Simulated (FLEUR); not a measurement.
Input and output of a self-consistent single point for HfTeS (P3m1, 3 atoms in the cell) (FLEUR).

Method: PBEsol, all-electron FLAPW (FLEUR), scalar-relativistic valence run with FLEUR.

```yaml
crystal:
  lattice:
    - [3.81538, 0.00000, 0.00000]
    - [-1.90769, 3.30422, 0.00000]
    - [0.00000, 0.00000, 6.60612]
  atoms:
    - { symbol: Hf, position: [0.33333, 0.66667, 0.02986] }
    - { symbol: Te, position: [0.00000, 0.00000, 0.74743] }
    - { symbol: S, position: [0.66667, 0.33333, 0.22271] }
```

Reference input (self-consistent single point, DFT, PBEsol, all-electron FLAPW (FLEUR), scalar-relativistic valence): Kmax = 4.5 1/bohr; GmaxXC = 18 1/bohr; xcFunctional = PBEs; jspins = 1; l_soc = F; mode = gauss; fermiSmearingEnergy = 0.00499791 Htr; mesh (inpgen div1-3) = 8 8 4; inpgen gamma flag = true; Gmax = 18 1/bohr; numbands = 0; maxIterBroyd = 40. This run's input differs from it in these lines:

```diff
@@ -16,3 +16,3 @@
 &exco xctyp='PBEs' /
-&kpt div1=8 div2=8 div3=4 gamma=t /
+&kpt div1=6 div2=6 div3=3 gamma=t /
 &end /
```

The program printed (abridged):

```
 Iteration:     1   Distance:       8.37025152 me/bohr^3
 Iteration:     2   Distance:       7.52729968 me/bohr^3
 Iteration:     3   Distance:       3.98576761 me/bohr^3
 Iteration:     4   Distance:       2.79028849 me/bohr^3
 Iteration:     5   Distance:       1.67178850 me/bohr^3
   [... 10 lines left out ...]
 Iteration:    16   Distance:       0.00011522 me/bohr^3
 Iteration:    17   Distance:       0.00013133 me/bohr^3
 Iteration:    18   Distance:       0.00002944 me/bohr^3
 Iteration:    19   Distance:       0.00000587 me/bohr^3
 Reset of history
 Run finished successfully
 Stop message:
   Structural relaxation: new displacements generated

[file out, last iteration]
             iter=     20
[...]
          total density-effective poten   -3.8052300182E+04
          total charge density-energy d   -5.0359215185E+02
 Updated energy parameters for spin:           1
[...]
 fermi energy and band-weighting factors:

[...]
FERMIE:
          first approx. to ef    (T=0)  :   0.257662 htr   (energy of the highest occ. eigenvalue)
          number of occ. states  (T=0)  :        407
          first approx. to seigv (T=0)  : -22.602181 htr
          sum of weights of occ. states :  24.037037
          sum of semicore charge        :   0.000000 e
          fermi energy=   0.25671 har   work function=  -6.98534 ev
          number of valence electrons=  48.00000
   [... lines left out ...]
          total moment                 =     0.00000
 Direct bandgap for spin            1 :    4.7280015756229810E-002  Htr
 ---->    free energy=                    -22286.0070731758 htr
   [... lines left out ...]
 TOTAL FORCE FOR ATOM TYPE=  1  X=  3.605   Y= -2.081   Z=  0.373
                       FX_TOT= 0.000000 FY_TOT= 0.000000 FZ_TOT= 0.003136
 TOTAL FORCE FOR ATOM TYPE=  2  X=  0.000   Y=  0.000   Z= -3.153
                       FX_TOT= 0.000000 FY_TOT= 0.000000 FZ_TOT=-0.002046
 TOTAL FORCE FOR ATOM TYPE=  3  X= -3.605   Y=  2.081   Z=  2.780
                       FX_TOT= 0.000000 FY_TOT= 0.000000 FZ_TOT=-0.001075
```

The run converged in 19 iterations. FLEUR gives forces in its relaxation mode, with a further iteration, so its stop message speaks of a relaxation. Against the reference run the total energy goes up by 9.0 meV/atom and the largest force goes from 0.146 to 0.161 eV/Å.

The starting cell comes from a database of computed structures (which also holds hypothetical and non-ambient phases and stackings), without a prior relaxation at this level. Spin-orbit coupling is off. Values depend on the basis (sphere radii, cutoffs, local orbitals), which need not be converged. The log's line on a gap gives a spacing of levels on this mesh, which the program prints for metals too.

Cost on one core of a shared machine: roughly 3 min.
